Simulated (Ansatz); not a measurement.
The parent structure is Ti$_{3}$Al (space group P6_3/mmc, No. 194).

```xyz
8
Lattice="5.7471 0.0000 0.0000 -2.8736 4.9772 0.0000 0.0000 0.0000 4.6315" Properties=species:S:1:pos:R:3 pbc="T T T"
Ti     2.8736     3.2832     1.1579
Ti    -1.4065     4.1302     3.4736
Ti     1.4670     0.8470     1.1579
Ti     0.0000     1.6940     3.4736
Ti     4.2801     0.8470     1.1579
Ti     1.4065     4.1302     3.4736
Al     0.0000     3.3181     1.1579
Al     2.8736     1.6591     3.4736
```

Cartesian axes are those of the cell as printed.

Method: r2SCAN (Ansatz, an electronic-structure program; PAW; 500 eV plane waves; no SOC).

Strains are applied to the cell and any free atomic positions relax; under biaxial strain the out-of-plane vector relaxes too.

One change was made to it. Results:

```json
[
 {"quantity": "energy relative to the base (free energy F)", "base": "0 meV/atom", "after": "+145 meV/atom"},
 {"quantity": "pressure (mean of the normal stresses, compression positive)", "base": "0.0 GPa", "after": "-14.3 GPa"}
]
```

Which of these changes matches the shifts?
A. biaxial strain −4.07 %, plane normal [001], relaxed out of plane
B. isotropic strain +0.49 %
C. uniaxial strain ε_yy = −1.15 %
D. isotropic strain +5.44 %
E. uniaxial strain ε_xx = −2.67 %

D, isotropic strain +5.44 %. For comparison, the energy relative to the base in the other runs: uniaxial strain ε_xx = −2.67 % gives +7.8 meV/atom; isotropic strain +0.49 % gives +1.3 meV/atom; biaxial strain −4.07 %, plane normal [001], relaxed out of plane gives +49 meV/atom; uniaxial strain ε_yy = −1.15 % gives +1.4 meV/atom.

Stability against distortions was not tested. The final runs are not spin-polarised.
